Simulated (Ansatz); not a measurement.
**TiC with two functionals, isotropic strain +5.04 %**

Start from TiC in the rock salt structure (space group Fm-3m, No. 225; a = 4.333 Å; relaxed with 0.1 eV smearing).

(Cell as relaxed with PBE.)

Levels (all Ansatz, a quantum-chemistry and plane-wave program, PAW, earlier PAW set): PBE (420 eV, no spin-orbit coupling); PBEsol (420 eV, no SOC).

Each level relaxes its own structure.

```csv
base,PBE,PBEsol
volume per atom,10.17 Å³,9.89 Å³
lattice parameter a,8.188 bohr,8.113 bohr
band gap,zero,zero
```

It is then changed as follows: the cell is scaled by 1.0504 in all directions, atoms relaxed at fixed cell.

```tsv
quantity	PBE	PBEsol
pressure	-27.3 GPa	-29.3 GPa
energy relative to the base (free energy F)	+156 meV/atom	+163 meV/atom
band gap	zero	zero
```

PBE's pressure lies 1.93 GPa above PBEsol's; PBE's energy relative to the base lies 6.3 meV/atom below PBEsol's; the two agree on the band gap. Neither level is exact; PBEsol is the comparison here, not a measurement.

Stability against distortions was not tested. All final runs are without spin polarisation.
